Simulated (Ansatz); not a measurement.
# Ag: energy against strain

Ag (fcc, Fm-3m, 17.284 Å³/atom and stress up to 0.01 GPa in the relaxed cell) under an equal strain ε in the (001) plane with the normal axis free, as in a coherent film. r2SCAN in Ansatz, a plane-wave DFT program (PAW, default set), 500 eV, 28×28×28 Γ-centred mesh, Fermi-Dirac smearing 0.10 eV.

Here s stands for strain and y for E less E0.

```
strain (%)  E less E0 (meV/atom)
----------  --------------------
-3.00                          ?
-1.50                       2.22
-1.00                       0.92
-0.50                       0.21
0.00                        0.00
0.50                        0.21
1.00                        0.77
1.50                        1.65
```

Using a parabola, estimate the missing y at s = -3.00 from the other rows, showing the fit.

Least squares gives y = -0.007 - 0.1436·s + 0.8614·s². Residuals (row less fit): 0.073, -0.078, -0.070, 0.007, 0.073, 0.059, -0.066; standard error 0.086 (degrees of freedom: 4). The quadratic coefficient over the volume, 0.8614 meV × 10⁴ × 0.1602 / 17.284 Å³, is the biaxial elastic modulus of this plane = about 80 GPa. At the withheld row, y = -0.007 - 0.1436 × (-3.0) + 0.8614 × (-3.0)² = 8.176 meV/atom. The calculation gives 10.16 meV/atom, 1.984 meV/atom above the prediction (19.5 % of the range of y in the table). The row lies outside the fitted rows, so this is an extrapolation. From the scatter of the fitted rows alone, a prediction at this place has a standard error of 0.329 meV/atom, so the miss is 6.0 times that.

A polynomial of degree 3 through the 12 other runs of the series gives 10.13 there, so most of the miss is curvature that the fit leaves out. In a metal these values are sensitive to mesh and smearing; energies are taken to zero smearing, stresses follow the free energy. Rows are the converged runs of the series near zero and its far end; series whose fitted rows scatter by over a few per cent of the range, as at a crossing or softening among them, aren't shown in this form, nor equations of state whose B0' disagrees with the runs' pressures. Most that stay on the fit to the last digits aren't either.
